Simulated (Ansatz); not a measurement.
# ZrSi2, response to strain

Take ZrSi2 (space group Cmcm, No. 63; a = 3.7044 Å, b = 14.7922 Å, c = 3.6789 Å) as the base. Axes: x, y, z lie along a, b, c of the conventional cell.

Strains are applied to the cell and any free atomic positions relax; under biaxial strain the out-of-plane vector relaxes too; under stress the whole cell relaxes.

Method: PBE in Ansatz (plane waves to 420 eV, PAW, without spin-orbit coupling).

Notes on the quantities. energy relative to the base: free energy F.

| case | energy relative to the base | volume per atom |
|---|---|---|
| base | 0 meV/atom | 16.80 Å³ |
| biaxial strain −2.90 %, plane normal [001], relaxed out of plane | +23 meV/atom | 16.11 Å³ |
| isotropic strain +5.99 % | … | 20.00 Å³ |
| uniaxial strain ε_xx = +1.25 % | +1.9 meV/atom | 17.01 Å³ |
| uniaxial strain ε_yy = −3.61 % | +13 meV/atom | 16.19 Å³ |
| uniaxial stress, 8 GPa compression along z | +14 meV/atom | 16.55 Å³ |
| uniaxial stress, 3 GPa tension along x | +2.6 meV/atom | 16.92 Å³ |

Question: Some entries are withheld; estimate them.

Answer: 
- isotropic strain +5.99 %, energy relative to the base: +179 meV/atom

Without a gap, meshes like the base's 13×13×13 leave anisotropic stresses uncertain by several tenths of a GPa, and small strain energies with them. Beyond what the load breaks, stability against distortions was not tested. All final runs are without spin polarisation.

Ansatz is a program for electronic structure.
